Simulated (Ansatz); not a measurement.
The reference is AlN in the wurtzite structure (space group P6_3mc, No. 186; a = 3.1066 Å, c = 4.9780 Å). Axes: x lies along a and z along c of the hexagonal cell.

Calculations: r2SCAN (Ansatz, a first-principles code, PAW, scalar-relativistic without spin-orbit coupling), earlier PAW set.

Base values:

The band gap comes out as 4.87 eV. The gap character comes out as direct at Γ and the valence-band top at Γ is 0.00, -0.22, -0.22 eV.

One thing is altered: compressive biaxial strain of 0.22 % in the plane normal to [001], as in epitaxy on a mismatched substrate; the out-of-plane cell vector and the atoms relax.

**Question.** Predict the new band gap, gap character, out-of-plane strain and valence-band top at Γ.

**Answer.** The band gap goes up by 0.05 eV to 4.92 eV; the gap character remains direct at Γ; the out-of-plane strain amounts to +0.12 %; the valence-band top at Γ (three highest levels, from the VBM) goes from 0.00, -0.22, -0.22 eV to 0.00, -0.20, -0.20 eV.

Whether these cells are dynamically stable was not tested.
